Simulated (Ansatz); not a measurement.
H2S on the 1x1 (111) surface of fcc Pt, one in a 2x2 cell, energies for each (27.3 Å²). Energies are against H2S(g), without zero-point or thermal terms; each row is named by its start.

Calculation: PBE with D3(BJ) dispersion (plane waves to 420 eV, PAW; Ansatz, a first-principles code).

Model: 19-atom slab, 6.9 Å thick at the start under the adsorbate (thin: gaps and levels are the slab's own), 6x6x1 mesh, Fermi-Dirac 0.1 eV, dipole correction, 8 atoms held, the rest relaxed; each run with such symmetry as its start has; no spin, no spin-orbit, no U.

A negative adsorption energy means that the adsorbate is more stable on the surface than in its reference. Starts that drift may end in the same place. Heights count from the host atoms within 0.3 Å of the top one.

| starting site | E_ads (eV) | height (Å) | nearest host atom (Å) | bonded to | Δ work function (eV) | lateral drift (Å) |
|---|---|---|---|---|---|---|
| top Pt | -1.09 | 2.39 | Pt 2.30 | Pt | -2.11 | 0.0 |
| hollow Pt-Pt-Pt over Pt at depth 2.3 Å (the adsorbate came apart) | -1.80 | 1.88 | Pt 2.33 | 3 Pt | -1.06 | 2.9 |
| hollow Pt-Pt-Pt over Pt at depth 4.6 Å (the adsorbate came apart) | -1.83 | 1.86 | Pt 2.32 | 3 Pt | -1.06 | 2.9 |
| bridge Pt-Pt (span 2.8 Å) | -1.09 | 2.39 | Pt 2.31 | Pt | -2.05 | 1.4 |
